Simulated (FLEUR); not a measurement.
A working FLEUR input for WC (P-6m2, 2 atoms in the cell) (DFT, PBE, all-electron FLAPW (FLEUR), scalar-relativistic valence):

```xml
# input of inpgen
WC crystal
&input film=f /
5.5115562824 0.0000000082 0.0000000000
-2.7557781483 4.7731477509 0.0000000000
0.0000000000 0.0000000000 5.3657639473
1.0
1.0 1.0 1.0

2
74 0.0000001667 -0.0000001667 0.0000000000
6 0.6666668333 0.3333331667 0.5000000000

&comp jspins=1 /
&kpt div1=14 div2=14 div3=12 gamma=t /
&end /
# inp.xml
<?xml version="1.0" encoding="UTF-8" standalone="no"?>
<fleurInput fleurInputVersion="0.39">
   <comment>
      WC crystal                                                                                          
   </comment>
   <calculationSetup>
      <cutoffs Kmax="4.3" Gmax="15.0" GmaxXC="15.0" numbands="0"/>
      <scfLoop itmax="100" minDistance="0.00001" maxIterBroyd="15" imix="Anderson" alpha="0.05" precondParam="0.0" spinf="2.0"/>
      <coreElectrons ctail="T" frcor="F" kcrel="0" coretail_lmax="0"/>
      <xcFunctional name="pbe" relativisticCorrections="F"/>
      <magnetism jspins="1"/>
      <soc l_soc="F" theta="0.0" phi="0.0" spav="F"/>
      <expertModes spex="0" secvar="F"/>
      <geometryOptimization l_f="T" forcealpha="1.0" forcemix="BFGS" epsdisp="0.00001" epsforce="0.00001"/>
      <ldaU l_linMix="F" mixParam="0.05" spinf="1.0"/>
   </calculationSetup>
   <cell>
      <bzIntegration valenceElectrons="18.0" mode="gauss" fermiSmearingEnergy="0.00183747">
         <kPointListSelection listName="default-1"/>
         <!-- k-points included here -->
         <xi:include xmlns:xi="http://www.w3.org/2001/XInclude" href="kpts.xml"> </xi:include>
      </bzIntegration>
      <!-- symmetry operations included here -->
      <xi:include xmlns:xi="http://www.w3.org/2001/XInclude" href="sym.xml"> </xi:include>
      <bulkLattice scale="1.0">
         <bravaisMatrix>
            <row-1>    5.5115562824000000     0.0000000082000000     0.0000000000000000</row-1>
            <row-2>   -2.7557781483000001     4.7731477508999998     0.0000000000000000</row-2>
            <row-3>    0.0000000000000000     0.0000000000000000     5.3657639472999996</row-3>
         </bravaisMatrix>
      </bulkLattice>
   </cell>
   <atomSpecies>
      <species name="Tungsten (W)" element="W" atomicNumber="74">
         <mtSphere radius="2.48" gridPoints="857" logIncrement="0.016"/>
         <atomicCutoffs lmax="10" lnonsphr="8"/>
         <electronConfig flipSpins="F">
            <coreConfig>(1s1/2) (2s1/2) (2p1/2) (2p3/2) (3s1/2) (3p1/2) (3p3/2) (4s1/2) (3d3/2) (3d5/2) (4p1/2) (4p3/2) (4d3/2) (4d5/2) (4f5/2) (4f7/2)</coreConfig>
            <valenceConfig>(5s1/2) (5p1/2) (5p3/2) (6s1/2) (5d3/2) (5d5/2)</valenceConfig>
            <stateOccupation state="(5d3/2)" spinUp="0.8" spinDown="0.8"/>
            <stateOccupation state="(5d5/2)" spinUp="1.2" spinDown="1.2"/>
         </electronConfig>
         <energyParameters s="6" p="6" d="5" f="5"/>
         <lo type="SCLO" l="0" n="5" eDeriv="0"/>
         <lo type="SCLO" l="1" n="5" eDeriv="0"/>
      </species>
      <species name="Carbon (C)" element="C" atomicNumber="6">
         <mtSphere radius="1.41" gridPoints="487" logIncrement="0.021"/>
         <atomicCutoffs lmax="6" lnonsphr="4"/>
         <electronConfig flipSpins="F">
            <coreConfig>(1s1/2)</coreConfig>
            <valenceConfig>(2s1/2) (2p1/2) (2p3/2)</valenceConfig>
            <stateOccupation state="(2p1/2)" spinUp="0.3333333333333" spinDown="0.3333333333333"/>
            <stateOccupation state="(2p3/2)" spinUp="0.6666666666667" spinDown="0.6666666666667"/>
         </electronConfig>
         <energyParameters s="2" p="2" d="3" f="4"/>
      </species>
   </atomSpecies>
   <atomGroups>
      <atomGroup species="Tungsten (W)">
         <relPos label="                   1">.0000000000 .0000000000 .0000000000</relPos>
         <force calculate="T" relaxXYZ="TTT"/>
      </atomGroup>
      <atomGroup species="Carbon (C)">
         <relPos label="                   2">-1.000/3.000 1.000/3.000 1.000/2.000</relPos>
         <force calculate="T" relaxXYZ="TTT"/>
      </atomGroup>
   </atomGroups>
   <output dos="F" band="F" slice="F">
      <checks vchk="F" cdinf="F"/>
      <bandDOS minEnergy="-.5*Htr" maxEnergy="0.5*Htr" sigma="0.015" storeEVData="T"/>
      <vacuumDOS vacdos="F" integ="F" star="F" nstars="0" locx1="0.0" locy1="0.0" locx2="0.0" locy2="0.0" nstm="0" tworkf="0.0"/>
      <unfoldingBand unfoldBand="F" supercellX="1" supercellY="1" supercellZ="1"/>
      <plotting iplot="0" polar="F">
         <plot TwoD="T" vec1="  1.0  0.0  0.0" vec2="  0.0  1.0  0.0" vec3="  0.0  0.0  1.0" zero="  0.0  0.0  0.0" file="plot"/>
      </plotting>
      <chargeDensitySlicing numkpt="0" minEigenval="0.0" maxEigenval="0.0" nnne="0" pallst="F"/>
      <specialOutput eonly="F"/>
      <magneticCircularDichroism mcd="F" energyLo="-10.0" energyUp="0.0"/>
   </output>
  <!-- We include the file relax.xml here to enable relaxations (see documentation) -->
  <xi:include xmlns:xi="http://www.w3.org/2001/XInclude" href="relax.xml"> <xi:fallback/> </xi:include>
</fleurInput>
```

The run converged in 15 iterations: total energy -440940.2888 eV; Fermi level (on the code's own zero) 16.41 eV. Each of these slips is then made, one at a time:

(1)
```diff
-         <lo type="SCLO" l="0" n="5" eDeriv="0"/>
-         <lo type="SCLO" l="1" n="5" eDeriv="0"/>
```

(2)
```diff
-&kpt div1=14 div2=14 div3=12 gamma=t /
+&kpt div1=1 div2=1 div3=1 /
```

(3)
```diff
-      <cutoffs Kmax="4.3" Gmax="15.0" GmaxXC="15.0" numbands="0"/>
+      <cutoffs Kmax="4.3" Gmax="7.7" GmaxXC="7.7" numbands="0"/>
```

Predict the outcome of each change.


(1) Local orbitals for semicore states removed. The run converged in 21 iterations without an error; against the sound input the total energy goes up by 228 eV/atom.

(2) A single k-point for a small metallic cell. The run converged in 19 iterations without an error; against the sound input the total energy goes up by 1.96 eV/atom.

(3) A cutoff for density and potential that is too low. The program stopped with an error.
```
Error message: Diagonalization via LAPACK failed(zhegvx/dsygvx)
Error number: 395
Error from PE:0/1
```

The starting cell comes from a database of computed structures (which also holds hypothetical and non-ambient phases and stackings), without a prior relaxation at this level. Spin-orbit coupling is off. Spin polarisation is off. Values depend on the basis (sphere radii, cutoffs, local orbitals), which need not be converged.

Left out of this page: 4 runs of the series outside the window shown, repeating another row's setting, or not comparable.
